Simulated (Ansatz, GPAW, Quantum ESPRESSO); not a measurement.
**Ti3Zn (I4/mmm, 4 atoms in the cell) computed with different codes at matched settings**

Self-consistent single point.

```
Ti3Zn
1.0
   -1.94369     1.94369     4.14949
    1.94369    -1.94369     4.14949
    1.94369     1.94369    -4.14949
Ti Zn
3 1
Direct
  0.75000   0.25000   0.50000
  0.25000   0.75000   0.50000
  0.50000   0.50000   0.00000
  0.00000   0.00000   0.00000
```
Moments meant for the start (each program seeds them in its own way; μB, in the order of the atoms Ti Ti Ti Zn): 1.0 1.0 1.0 0.0.

All programs got the same cell, k-point mesh and kind of occupations, and the same starting moments (in Ansatz's words: kpoints.mp_grid.grid = 6 6 6; magnetization.spin_polarized = true; scf.occupations.method = fermi_dirac; scf.occupations.width = 0.1 eV); potentials, basis and cutoffs are each program's usual ones.

```csv
code,model,pressure (GPa),cutoff
GPAW,"PBEsol, GPAW PAW datasets PBEsol (made by gpaw-setup)",-0.30,800 eV
Quantum ESPRESSO,"PBEsol, PseudoDojo standard norm-conserving (PBESOL) pseudopotentials",-0.55,85 Ry
Ansatz,"PBEsol, PAW files made with PBE",-0.58,default
```

The spread over the programs that give each value: pressure within 0.28 GPa.

The starting cell comes from a database of computed structures (which also holds hypothetical and non-ambient phases and stackings), without a prior relaxation at this level. Its lattice was rescaled by a random factor within 2.5 % of one. On Ansatz's run: The starting moments vanished: the run ended non-magnetic. The program warned that a starting moment was not kept.

Task: Why do the programs differ, and what cannot be compared?

Result: Differences of this kind can come from the potentials, where these differ, and from what each basis and cutoff leave unconverged. The valence holds different numbers of electrons (GPAW 48, Quantum ESPRESSO 56, Ansatz (an electronic-structure program) 48). The zero of total energies and Fermi levels follows the potentials and each program's conventions, so they are not compared here. Ansatz's pressure is given at a fixed set of plane waves, as the other plane-wave codes print theirs; with its correction for the finite basis it is -0.53 GPa.

Left out of this page: ABINIT (with a known weakness of the program); Elk and FLEUR (not drawn, or without a comparable value); SIESTA (unsound by tests on forces, stress, charge or solver warnings).

Keys are those of Ansatz 0.2.
